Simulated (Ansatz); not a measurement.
CaTiN2 (model structure, started from the MgZrN2 type, I4₁/amd, No. 141, 8 atoms in the cell): properties by level of theory

| level (code) | lattice constant a (Å) | lattice parameter c (Å) | bulk modulus B0 (GPa) | cohesive energy (eV/atom) |
|---|---|---|---|---|
| LDA (Ansatz) | … | … | … | 6.66 |
| PBEsol (Ansatz) | … | 8.957 | … | 6.06 |
| r²SCAN (Ansatz) | … | … | … | 5.51 |

Question: Fill in the missing entries.

Answer: 
- LDA (Ansatz, a program for electronic structure), lattice constant a (Å): 4.468
- LDA (Ansatz), lattice parameter c (Å): 8.883
- LDA (Ansatz), bulk modulus B0 (GPa): 192
- PBEsol (Ansatz), lattice constant a (Å): 4.514
- PBEsol (Ansatz), bulk modulus B0 (GPa): 177
- r²SCAN (Ansatz), lattice constant a (Å): 4.557
- r²SCAN (Ansatz), lattice parameter c (Å): 9.001
- r²SCAN (Ansatz), bulk modulus B0 (GPa): 175

Caveats: the bulk modulus is −V dP/dV from two relaxed cells at ±2 % in volume (LDA, PBEsol, r²SCAN). Ansatz's density-functional and Hartree–Fock values are scalar-relativistic unless marked +SOC, with PAW data made under PBE.

Free atoms are spin-polarised, in the lowest state found; at levels without +SOC their spin–orbit coupling is left out.

Computed values are for the static lattice.

A model structure was made by putting elements into a prototype or built by hand; it is no filed structure, need not be a known phase, and can be a saddle point held by its symmetry.
